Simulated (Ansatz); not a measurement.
These are PBE (plane waves to 420 eV, PAW; Ansatz, a quantum-chemistry and plane-wave program) values and carry that method's errors.

Plane-averaged electrostatic potential energy along the normal, in eV from the Fermi level, for a constructed model of the (0001) surface of hcp Ru, a layer of Pt in place of the second plane (bottom of the slab: a bare face, its two planes held):

```json
[
 {"z (Å)": "3.94", "V (eV)": "5.04"},
 {"z (Å)": "4.22", "V (eV)": "5.04"},
 {"z (Å)": "4.50", "V (eV)": "5.04"},
 {"z (Å)": "4.78", "V (eV)": "5.03"},
 {"z (Å)": "5.06", "V (eV)": "5.02"},
 {"z (Å)": "5.34", "V (eV)": "5.00"},
 {"z (Å)": "5.62", "V (eV)": "4.95"},
 {"z (Å)": "5.91", "V (eV)": "4.85"},
 {"z (Å)": "6.19", "V (eV)": "4.66"},
 {"z (Å)": "6.47", "V (eV)": "4.25"},
 {"z (Å)": "6.75", "V (eV)": "3.43"},
 {"z (Å)": "7.03", "V (eV)": "1.74"},
 {"z (Å)": "7.31", "V (eV)": "-1.97"},
 {"z (Å)": "7.59", "V (eV)": "-10.92"},
 {"z (Å)": "7.88", "V (eV)": "-22.00"},
 {"z (Å)": "8.16", "V (eV)": "-27.85"},
 {"z (Å)": "8.44", "V (eV)": "-24.37"},
 {"z (Å)": "8.72", "V (eV)": "-14.11"},
 {"z (Å)": "9.00", "V (eV)": "-4.41"},
 {"z (Å)": "9.28", "V (eV)": "-1.62"},
 {"z (Å)": "9.56", "V (eV)": "-5.38"},
 {"z (Å)": "9.84", "V (eV)": "-15.67"},
 {"z (Å)": "10.12", "V (eV)": "-25.52"},
 {"z (Å)": "10.41", "V (eV)": "-28.03"},
 {"z (Å)": "10.69", "V (eV)": "-21.48"},
 {"z (Å)": "10.97", "V (eV)": "-10.40"},
 {"z (Å)": "11.25", "V (eV)": "-2.85"},
 {"z (Å)": "11.53", "V (eV)": "-2.40"},
 {"z (Å)": "11.81", "V (eV)": "-8.87"},
 {"z (Å)": "12.09", "V (eV)": "-19.95"},
 {"z (Å)": "12.38", "V (eV)": "-27.61"},
 {"z (Å)": "12.66", "V (eV)": "-26.50"},
 {"z (Å)": "12.94", "V (eV)": "-17.41"},
 {"z (Å)": "13.22", "V (eV)": "-6.78"},
 {"z (Å)": "13.50", "V (eV)": "-2.26"},
 {"z (Å)": "13.78", "V (eV)": "-4.89"},
 {"z (Å)": "14.06", "V (eV)": "-14.56"},
 {"z (Å)": "14.34", "V (eV)": "-24.75"},
 {"z (Å)": "14.62", "V (eV)": "-28.10"},
 {"z (Å)": "14.91", "V (eV)": "-22.27"},
 {"z (Å)": "15.19", "V (eV)": "-11.27"},
 {"z (Å)": "15.47", "V (eV)": "-2.76"},
 {"z (Å)": "15.75", "V (eV)": "-0.65"},
 {"z (Å)": "16.03", "V (eV)": "-3.68"},
 {"z (Å)": "16.31", "V (eV)": "-12.71"},
 {"z (Å)": "16.59", "V (eV)": "-21.86"},
 {"z (Å)": "16.88", "V (eV)": "-25.83"},
 {"z (Å)": "17.16", "V (eV)": "-22.69"},
 {"z (Å)": "17.44", "V (eV)": "-13.97"},
 {"z (Å)": "17.72", "V (eV)": "-4.61"},
 {"z (Å)": "18.00", "V (eV)": "-1.11"},
 {"z (Å)": "18.28", "V (eV)": "-3.60"},
 {"z (Å)": "18.56", "V (eV)": "-12.85"},
 {"z (Å)": "18.84", "V (eV)": "-23.45"},
 {"z (Å)": "19.12", "V (eV)": "-27.91"},
 {"z (Å)": "19.41", "V (eV)": "-23.11"},
 {"z (Å)": "19.69", "V (eV)": "-12.25"},
 {"z (Å)": "19.97", "V (eV)": "-2.60"},
 {"z (Å)": "20.25", "V (eV)": "1.65"},
 {"z (Å)": "20.53", "V (eV)": "3.53"},
 {"z (Å)": "20.81", "V (eV)": "4.44"},
 {"z (Å)": "21.09", "V (eV)": "4.89"},
 {"z (Å)": "21.38", "V (eV)": "5.11"},
 {"z (Å)": "21.66", "V (eV)": "5.21"},
 {"z (Å)": "21.94", "V (eV)": "5.26"},
 {"z (Å)": "22.22", "V (eV)": "5.29"},
 {"z (Å)": "22.50", "V (eV)": "5.30"},
 {"z (Å)": "22.78", "V (eV)": "5.31"},
 {"z (Å)": "23.06", "V (eV)": "5.31"},
 {"z (Å)": "23.34", "V (eV)": "5.31"}
]
```

Set-up: 6 atoms, 10.6 Å thick at the start with caps and adatoms (thin: gaps and levels are the slab's own); mesh 16x16x1; 0.1 eV smearing; dipole correction on; 2 atoms held, the rest relaxed; start symmetry kept, larger cells not searched; no spin, no spin-orbit, no U. In PBE it lies 0.28 eV a 1x1 cell over the lowest computed structure of the same composition (a layer of Pt in place of the third plane).

The vacuum level lies 5.31 eV above the Fermi level over the top face and 5.05 eV above it under the bottom face.
